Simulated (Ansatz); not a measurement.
**A computed series for Si: response to strain**

Consider Si in the diamond structure (space group Fd-3m, No. 227).

```yaml
crystal:
  lattice:
    - [0.00000, 2.70105, 2.70105]
    - [2.70105, 0.00000, 2.70105]
    - [2.70105, 2.70105, 0.00000]
  atoms:
    - { symbol: Si, position: [0.00000, 0.00000, 0.00000] }
    - { symbol: Si, position: [0.25000, 0.25000, 0.25000] }
```

Cartesian axes are those of the cell as printed.

Strains are applied to the cell and any free atomic positions relax; under biaxial strain the out-of-plane vector relaxes too.

Level of theory: Ansatz (a program for electronic structure) LDA, no spin-orbit coupling.

Candidates:
(a) biaxial strain −0.50 %, plane normal [001], relaxed out of plane
(b) biaxial strain +2.50 %, plane normal [001], relaxed out of plane
(c) biaxial strain −2.50 %, plane normal [001], relaxed out of plane

Base values:

The band gap comes out as 0.45 eV.

Task: Order them by band gap, lowest first.

Result: (b) biaxial strain +2.50 %, plane normal [001], relaxed out of plane (zero), (c) biaxial strain −2.50 %, plane normal [001], relaxed out of plane (0.15 eV), (a) biaxial strain −0.50 %, plane normal [001], relaxed out of plane (0.39 eV)

Stability against distortions was not tested. Gaps under 0.05 eV, about the width of the smearing, are given as zero. The zero or small gap of Si under biaxial strain +2.50 %, plane normal [001], relaxed out of plane and Si under biaxial strain −2.50 %, plane normal [001], relaxed out of plane can change with the level of theory.
